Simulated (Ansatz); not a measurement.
# Energy from pressure between two volumes: ZnSe (R3m, 2 atoms in the cell)

```xyz
2
Lattice="0.0000 2.8208 2.8208 2.8208 0.0000 2.8208 2.8208 2.8208 0.0000" Properties=species:S:1:pos:R:3 pbc="T T T"
Zn     0.0289     0.0289     0.0289
Se     1.4104     1.4104     1.4104
```

Level of theory: LDA (PW92), default PAW files made with PBE (plane waves; Ansatz, an electronic-structure program).

Settings: basis.ecutwfc = 74.2 Ry; kpoints.mp_grid.grid = 8 8 8; hamiltonian.xc = lda; hamiltonian.pseudopotentials = {kind: paw} (the program's default PAW files); scf.occupations.method = fermi_dirac; scf.occupations.width = 0.0007 Ry. This cutoff ends a ladder whose last two steps agree within 1 meV/atom.

The second cell is the first with its lattice scaled by 0.98, at the same fractional positions.

The starting cell has typed, rounded lattice constants, without a prior relaxation at this level. Its lattice was rescaled by up to half a per cent. One atom was moved a little off its site on purpose. Ansatz's pressure includes its estimate of the finite-basis (Pulay) stress.

| cell | volume (Å³/atom) | pressure (GPa) | F less the first cell's (meV/atom) |
|---|---|---|---|
| first | 22.4455 | -2.54 | 0.00 |
| second | 21.1255 | 1.65 | ? |

### Question
Estimate the energy of the second cell from the pressures, and the bulk modulus between the two volumes.

### Answer
With P = −dF/dV, the trapezoid gives ΔF ≈ −(P₁ + P₂)/2 · ΔV = −(-0.445 GPa) · (-1.3200 Å³) = -3.67 meV/atom (1 eV/Å³ = 160.22 GPa). The modulus at fixed fractional positions is B = −ΔP/Δln V = 69 GPa, a mean over the interval. P(V) is curved, so the trapezoid lies high by about |ΔV|³·B·(1 + B′)/(12·V̄²) = 0.87 meV/atom for an assumed B′ = 4, which leaves -4.54 meV/atom. The runs gave -4.64 meV/atom, a miss of 0.10 meV/atom. Cases were kept where this miss is small, so the page shows the method and is no test of it.

Left out of this page: 15 runs of the series outside the window shown, repeating another row's setting, or not comparable.

Keys are those of Ansatz 0.2.
